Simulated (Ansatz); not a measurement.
# Several settings converged on Ge₂Mo (I4mm, 3 atoms in the cell)

```yaml
crystal:
  lattice:
    - [-1.66840, 1.66840, 4.11366]
    - [1.66840, -1.66840, 4.11366]
    - [1.66840, 1.66840, -4.11366]
  atoms:
    - { symbol: Ge, position: [0.66775, 0.66775, 0.00000] }
    - { symbol: Ge, position: [0.33833, 0.33833, 0.00000] }
    - { symbol: Mo, position: [0.00000, 0.00000, 0.00000] }
```

Base method: LDA (PW92), default PAW files made with PBE (plane waves; Ansatz, a program for electronic structure).

Base settings: basis.ecutwfc = 420 eV; kpoints.mp_grid.grid = 8 8 8; hamiltonian.xc = lda; hamiltonian.pseudopotentials = {kind: paw} (the program's default PAW files); scf.occupations.method = gaussian; scf.occupations.width = 0.1 eV.

The count of work is k-points × plane waves × bands × iterations; it is no time. 

**The cutoff for other potential files**

Level: DFT, LDA (PW92), plane waves, harder PAW files (source: ansatz) made with PBE.

In this ladder: hamiltonian.pseudopotentials = {kind: paw, source: ansatz}.

The second cell is the first with its lattice scaled by 0.98.

The mesh stays at the base's, so the ladder's end is converged at best in this setting alone.

The first pressure column holds Ansatz's estimate of the finite-basis (Pulay) stress, which hides part of the cutoff error; the other is without it.

Only quantities that move along the ladder and can be compared are tabulated.

| basis.ecutwfc | free energy less the last step's (meV/atom) | energy of the compressed cell less the first (meV/atom) | pressure (GPa) | pressure without the Pulay estimate (GPa) | largest difference of a force vector from the last step's (eV/Å) | count of work / last |
|---|---|---|---|---|---|---|
| 370 eV | 10935.62 | -1.52 | -10.59 | -470.26 | 0.131 | 0.11 |
| 450 eV | 2752.68 | -11.10 | -8.11 | -168.19 | 0.027 | 0.15 |
| 575 eV | 195.20 | -20.13 | -8.53 | -27.74 | 0.000 | 0.19 |
| 695 eV | 5.89 | -19.96 | -8.58 | -9.54 | 0.000 | 0.27 |
| 820 eV | 0.61 | -20.09 | -8.59 | -8.60 | 0.000 | 0.35 |
| 985 eV | 0.41 | -20.09 | -8.59 | -8.60 | 0.000 | 0.46 |
| 1230 eV | 0.13 | -20.09 | -8.59 | -8.60 | 0.000 | 0.66 |
| 1640 eV | 0.00 | -20.10 | -8.59 | -8.60 | 0.000 | 1.0 |

Coarsest basis.ecutwfc that holds the energy of the compressed cell less the first within 2 meV/atom of the last step, with all finer ones: 575 eV, at 0.19 of the last step's count of work; the step before is off by 9.0 meV/atom.

Coarsest basis.ecutwfc that holds the pressure without the Pulay estimate within 0.1 GPa of the last step, with all finer ones: 820 eV, at 0.35 of the last step's count of work; the step before is off by 0.94 GPa.

Coarsest basis.ecutwfc that holds the free energy within 2 meV/atom of the last step, with all finer ones: 820 eV, at 0.35 of the last step's count of work; the step before is off by 5.9 meV/atom.

The energy difference between the two cells stays within 1 meV/atom of the last step's from 575 eV on, the total only from 820 eV on: much of the error is common to both cells and cancels.

At the lowest cutoff the pressure without the Pulay estimate lies 462 GPa under the last step's, the usual sign of Pulay stress in an incomplete plane-wave basis.

**The density cutoff**

The second cell is the first with its lattice scaled by 0.98.

The mesh stays at the base's, so the ladder's end is converged at best in this setting alone.

Only quantities that move along the ladder and can be compared are tabulated.

| basis.ecutrho_ratio | free energy less the last step's (meV/atom) | energy of the compressed cell less the first (meV/atom) | pressure (GPa) | largest difference of a force vector from the last step's (eV/Å) |
|---|---|---|---|---|
| 2 | -19.51 | -19.63 | -7.49 | 0.013 |
| 3 | -0.40 | -20.54 | -8.63 | 0.000 |
| 4 | -0.01 | -20.55 | -8.66 | 0.000 |
| 5 | 0.00 | -20.55 | -8.66 | 0.000 |
| 6 | 0.00 | -20.55 | -8.66 | 0.000 |
| 8 | 0.00 | -20.55 | -8.66 | 0.000 |
| 10 | 0.00 | -20.55 | -8.66 | 0.000 |
| 12 | 0.00 | -20.55 | -8.66 | 0.000 |
| 16 | 0.00 | -20.55 | -8.66 | 0.000 |

Coarsest basis.ecutrho_ratio that holds the pressure within 0.2 GPa of the last step, with all finer ones: 3; the step before is off by 1.2 GPa.

Coarsest basis.ecutrho_ratio that holds the forces within 0.01 eV/Å of the last step, with all finer ones: 3; the step before is off by 0.013 eV/Å.

Coarsest basis.ecutrho_ratio that holds the free energy within 0.5 meV/atom of the last step, with all finer ones: 3; the step before is off by 20 meV/atom.

The energy difference between the two cells stays within 1 meV/atom of the last step's from 2 on, the total only from 3 on: much of the error is common to both cells and cancels.

**The relaxed cell against the cutoff**

On Ge2Mo (I4/mmm, 3 atoms in the cell): atoms on their sites.

In this ladder: relax = cell and atoms.

The mesh stays at the base's, so the ladder's end is converged at best in this setting alone.

Only quantities that move along the ladder and can be compared are tabulated.

| basis.ecutwfc | relaxed volume (Å³/atom) | relaxation steps |
|---|---|---|
| 250 eV | 14.532 | 34 |
| 295 eV | 14.592 | 13 |
| 355 eV | 14.540 | 8 |
| 420 eV | 14.538 | 6 |
| 505 eV | 14.538 | 6 |
| 630 eV | 14.537 | 6 |
| 840 eV | 14.538 | 6 |

Coarsest basis.ecutwfc that holds the relaxed volume within 0.029 Å³/atom of the last step, with all finer ones: 355 eV; the step before is off by 0.054 Å³/atom.

On the base run: the starting cell comes from a database of computed structures (which also holds hypothetical and non-ambient phases and stackings), without a prior relaxation at this level. Its lattice was rescaled by up to half a per cent. One atom was moved a little off its site on purpose. Spin polarisation is off.

Left out of this page: 1 run of the series failed or unconverged.

Keys are those of Ansatz 0.2.
